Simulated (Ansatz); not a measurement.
An Ansatz (an electronic-structure program) run: AlRu with a change (biaxial strain +1.50 %, plane normal [001], relaxed out of plane); LDA (Ansatz), scalar-relativistic without spin-orbit coupling.

Input:

Ansatz 0.2 input:
```yaml
crystal:
  lattice:
    - [2.9988327477, 0, 0]
    - [0, 2.9988327477, 0]
    - [0, 0, 2.9323561597]
  atoms:
    - { symbol: Al, position: [0.5, 0.5, 0.5] }
    - { symbol: Ru, position: [0, 0, 0] }
basis: { ecutwfc: 420, ecutrho_ratio: 4, xc_grid: 2, fft_grid_basis: typed }
kpoints: { mp_grid: { grid: [19, 19, 19] } }
hamiltonian:
  xc: lda
  dispersion: none
  pseudopotentials: { kind: paw }
scf: { occupations: { method: fermi_dirac, width: 0.1 } }
relax: { f_tol: 0.005, max_steps: 50, cell: { stress_tol: 0.01, fix: [a, b, gamma] } }
output: { forces: true, stress: true }
checkpoint: { write: state.ck, write_every: 1000 }
```

Output (explanatory and most iteration lines left out):

```
Relaxation: its limit of steps is 50 (relax.max_steps)
Pseudopotential: Al, paw, valence charge 3
Pseudopotential: Ru, paw, valence charge 16
Crystal: 2 atoms, lattice volume = 26.371 Å³
Basis set: ecut = 420 eV, 497 PW (Γ), exchange–correlation on 48×48×40 points (8 copies of the dense FFT grid, shifted against one another)
Bands: 14, of which v1, the nominal top of the filled ones, is band 10 counted from 1 (9 counted from 0)
Symmetry: 16 space group operations
Space group: P4/mmm (ITA 123), of the structure as read, at distance tolerance 3.0e-5 Å
k-points: 550 of 6859
Functional: x = slater, c = lda
SCF iter   1: F=—  HF=-6272.476360 eV  |F-HF|=—  |Δ(HF+E_count)|=         —  Δρ=8.37e-3  dr2=1.81e-2  ethr=1.77e-3  ⟨swp⟩=5.0  Hψ=41577  notcnv=0
SCF iter   2: F=—  HF=-6272.474089 eV  |F-HF|=—  |Δ(HF+E_count)|=   2.27e-3  Δρ=4.85e-3  dr2=7.14e-3  ethr=9.52e-5  ⟨swp⟩=1.4  Hψ=12312  notcnv=0
SCF 1 converged in 6 iterations: F = -6272.472499 eV  dr2 = 6.41e-9
relax step   1: F+E_penalty+E_count = -6272.47249928 eV  Δ(F+E_penalty+E_count) = +0.000e0 eV  max|allowed force component| = 8.628e-32 eV/Å  Δτ_max = 0.0000 Å  P = -4.837 GPa  Ω = 26.371 Å³  fix = [a, b, gamma]  reactions: a -6.178, b -6.178 GPa  (6 SCF iters, dr2 threshold 1.00e-7 eV, accepted)
[... steps on the carried basis left out ...]
relax step   4: F+E_penalty+E_count = -6272.47363575 eV  Δ(F+E_penalty+E_count) = -3.234e-7 eV  max|allowed force component| = 3.698e-31 eV/Å  Δτ_max = 0.0000 Å  P = -3.501 GPa  Ω = 26.210 Å³  energy of the carried Pulay correction = +4.791e-5 eV  fix = [a, b, gamma]  reactions: a -5.252, b -5.252 GPa  (7 SCF iters, dr2 threshold 4.30e-10 eV, accepted)
Crystal: 2 atoms, lattice volume = 26.210 Å³
SCF iter   1: F=—  HF=-6272.473591 eV  |F-HF|=—  |Δ(HF+E_count)|=         —  Δρ=6.00e-6  dr2=9.84e-10  ethr=9.83e-9  ⟨swp⟩=3.0  Hψ=61313  notcnv=0
SCF iter   2: F=—  HF=-6272.473591 eV  |F-HF|=—  |Δ(HF+E_count)|=   2.77e-9  Δρ=2.96e-6  dr2=1.97e-10  ethr=5.18e-12  ⟨swp⟩=2.1  Hψ=13055  notcnv=0
SCF 5 converged in 8 iterations: F = -6272.473591 eV  dr2 = 1.26e-18
SCF converged after 8 iterations
Free energy (F): -6272.473591 eV
Internal energy: -6272.422797 eV  (E = F + TS)
E sigma→0 (E₀):  -6272.448194 eV
Entropy (-TS):   -0.050794 eV (-25.397 meV/atom)
Fermi energy:    16.271960 eV
--- Forces (eV/Å), atoms counted from 1 ---
  atom   1  Al     0.00000000     0.00000000     0.00000000
  atom   2  Ru     0.00000000     0.00000000     0.00000000
--- Stress (GPa, compression-positive) ---
       -5.253445       0.000000       0.000000
        0.000000      -5.253445       0.000000
        0.000000       0.000000      -0.005881
  P = ⅓ Tr σ = -3.5043 GPa (-35.043 kbar)
--- Relaxed structure (4 steps of the walk, 4 accepted, 1 SCFs on fresh bases) ---
  cell:  # Å, volume = 26.2101 Å³
    - [2.9988327477, 0.0, 0.0]
    - [0.0, 2.9988327477, 0.0]
    - [0.0, 0.0, 2.914496249134151]
  atoms:
    - { symbol: Al, position: [0.5, 0.5, 0.49999999999999994] }
    - { symbol: Ru, position: [2.508697376008373e-37, -2.852058714796536e-50, 0.0] }
```

No phonon test of stability was made. All final runs are without spin polarisation. The cell was made from AlRu in the CsCl type structure (space group Pm-3m, No. 221) by this change: biaxial strain +1.50 %, plane normal [001], relaxed out of plane.
